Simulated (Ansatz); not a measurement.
Take Mg2Sn (space group Fm-3m, No. 225; a = 6.746 Å) as the base.

The values are results of Ansatz (a program for electronic structure) PBEsol, scalar-relativistic without spin-orbit coupling, not measurements.

Before the change:

The lattice parameter a is 6.746 Å.

Now apply this change: Zn takes the place of Sn on all its sites; the structure is relaxed again.

Q: What happens to the lattice parameter a?

A: The lattice parameter a falls by 0.353 Å (6.746 Å → 6.393 Å).

Stability against distortions was not tested. As relaxed here, Mg2Zn is a hypothetical phase, not in the database extracts checked.
